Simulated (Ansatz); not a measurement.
```
CELL_PARAMETERS angstrom
      4.56269     0.00000     0.00000
      2.28135     3.95141     0.00000
      2.28135    -1.31714     3.82074
ATOMIC_POSITIONS crystal
  Te 0.00000 0.50000 0.50000
  Pb 0.00000 0.00000 0.00000
```

No spin polarisation.

Calculations: r2SCAN, PAW, 500 eV (Ansatz, a program for electronic structure; spin-orbit coupling left out). k-mesh 9×9×9 (Γ-centred); smearing 0.05 eV (Fermi–Dirac).

Predict the gap character and smallest direct gap.

The gap character comes out as indirect, T → L and the smallest direct gap is 1.03 eV.

Spin-orbit coupling, missing from the scalar runs, can matter with Pb and Te. The cells carry an imposed strain or load. Stability against distortions was not tested. The cell was made from PbTe in the rock salt structure (space group Fm-3m, No. 225) by this change: biaxial strain −1.25 %, plane normal [111], relaxed out of plane.
